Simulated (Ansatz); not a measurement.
We consider HfSiO4 (I4₁/amd, No. 141, 12 atoms in the cell; start mp-4609), described by r²SCAN+rVV10 (Ansatz, a program for electronic structure, plane waves, PAW).

Settings: plane-wave cutoff 560 eV, 8×8×8 k mesh, Fermi–Dirac smearing 0.01 eV, scalar-relativistic PAW data made under PBE.

Cell (relaxed at this level):

Space group I4₁/amd, origin choice 1 (No. 141); a = 6.565 Å, b = 6.565 Å, c = 5.967 Å, α = 90.00°, β = 90.00°, γ = 90.00°

```csv
atom,site,symmetry,x,y,z
Hf,4a,-4m2,0.0000,0.0000,0.0000
Si,4b,-4m2,0.0000,0.0000,0.5000
O,16h,.m.,0.3151,0.0000,0.0699
```
(The calculation used a cell of 12 atoms; values per cell refer to that cell.)

Task: Predict the band gap.

Result: 
band gap: 6.03 eV (on the SCF k mesh)

Note: the relaxation could not lower the start's symmetry, so the cell can be a saddle point above a distorted one.

Spin–orbit coupling is not included.

Computed values are for the static lattice.

A start named mp-… is a Materials Project structure, which need not be a measured phase.
